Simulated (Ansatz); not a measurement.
A computed series for AlAs: pressure series

The reference is AlAs in the zinc blende structure (space group F-43m, No. 216; a = 5.728 Å).

Cell and atoms are relaxed at each pressure.

Method: PBE (Ansatz, a first-principles code; PAW; 420 eV plane waves; no spin-orbit coupling).

Computed cases, in order: pressure −2 GPa; pressure −1 GPa; 0 GPa (base); pressure 1.8 GPa; pressure 4.2 GPa; pressure 9 GPa; pressure 18 GPa; pressure 30 GPa; pressure 45 GPa; pressure 60 GPa.

Q: Between which two neighbouring cases does the gap turn between direct and indirect?

A: Between pressure −2 GPa (1.53 eV, direct at Γ) and pressure −1 GPa (1.53 eV, indirect, Γ → X). The whole series: pressure −2 GPa: 1.53 eV, direct at Γ; pressure −1 GPa: 1.53 eV, indirect, Γ → X; 0 GPa (base): 1.50 eV, indirect, Γ → X; pressure 1.8 GPa: 1.46 eV, indirect, Γ → X; pressure 4.2 GPa: 1.41 eV, indirect, Γ → X; pressure 9 GPa: 1.31 eV, indirect, Γ → X; pressure 18 GPa: 1.16 eV, indirect, Γ → X; pressure 30 GPa: 0.97 eV, indirect, Γ → X; pressure 45 GPa: 0.77 eV, indirect, Γ → X; pressure 60 GPa: 0.60 eV, indirect, Γ → X.

Load acts through the strain it causes; cell and atoms are relaxed under it. Stability against distortions was not tested. Measured, AlAs leaves this structure (for the NiAs type) near 12 GPa (temperature not stated; as listed in Datta, Sujoy, Jana, Debnarayan, arXiv (2020)), on rising pressure, with hysteresis.
